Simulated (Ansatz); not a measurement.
Data:

```
CELL_PARAMETERS angstrom
      0.00000     2.78671     2.78671
      2.78671     0.00000     2.78671
      2.78671     2.78671     0.00000
ATOMIC_POSITIONS crystal
  Te 0.25000 0.25000 0.25000
  Be 0.00000 0.00000 0.00000
```

No spin polarisation.

The values are results of PBE, PAW, 420 eV (Ansatz, an electronic-structure program; without spin-orbit coupling), not measurements. k-mesh 10×10×10 (Γ-centred); smearing 0.05 eV (Fermi–Dirac).

Question: What is the computed gap character?

Answer: Indirect, Γ → X.

Question: Estimate the band gap.

Answer: 1.91 eV.

Spin-orbit coupling, missing from the scalar runs, can matter with Te. Load acts through the strain it causes; cell and atoms are relaxed under it. No phonon test of stability was made. The cell was made from BeTe in the zinc blende structure (space group F-43m, No. 216) by this change: pressure 3 GPa.
